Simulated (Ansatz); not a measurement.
The reference is Mg₃SiO in the anti-perovskite structure (space group Pm-3m, No. 221; a = 4.190 Å; a hypothetical phase, not in the database extracts checked).

Level of theory: DFT with PBEsol, PAW potentials and a 420 eV plane-wave cutoff in Ansatz (a quantum-chemistry and plane-wave program), no spin-orbit coupling.

Base values:

* **Pressure**: 0.0 GPa
* **Band gap**: zero

Modification: every lattice vector is stretched by 2.14 %, atoms relaxed at fixed cell.

### Question
Predict the new pressure.

### Answer
The pressure goes from zero to -4.7 GPa.

### Question
What does the calculation give for the band gap after the change?

### Answer
The band gap remains zero.

### Question
Predict the new energy relative to the base.

### Answer
The energy rises by 15 meV/atom.

The cells carry an imposed strain or load. Stability against distortions was not tested. All final runs are without spin polarisation. A zero or small gap of Mg3SiO can be the functional's error rather than a property of the material.
